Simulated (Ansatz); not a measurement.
A15 V3Si (cubic form, which distorts at low temperature) was calculated with LDA (PAW; Ansatz, a quantum-chemistry and plane-wave program).

Numerical settings: plane-wave cutoff 500 eV, 8×8×8 k mesh, Fermi–Dirac smearing 0.05 eV, no spin polarisation, scalar-relativistic PAW data made under PBE.

Computed at the level's own relaxed cell.

Q: What does this level give for the equilibrium volume per atom and lattice parameter a?

A: 
equilibrium volume per atom: 12.22 Å³/atom
lattice parameter a: 4.606 Å

Measured, for comparison: equilibrium volume per atom 13.18 Å³/atom, lattice constant a 4.724 Å (temperature not stated, no zero-point or thermal correction; as tabulated in Zeng et al. (2023), arXiv:2309.11055). Computed (rounded) less measured: equilibrium volume per atom -7.3 %, lattice constant a -2.5 %.

Note: symmetry holds this phase in the static calculation, where it need not be a minimum.

The computed numbers hold no vibrational or temperature effects.

The result took around 60 core-seconds (rough).
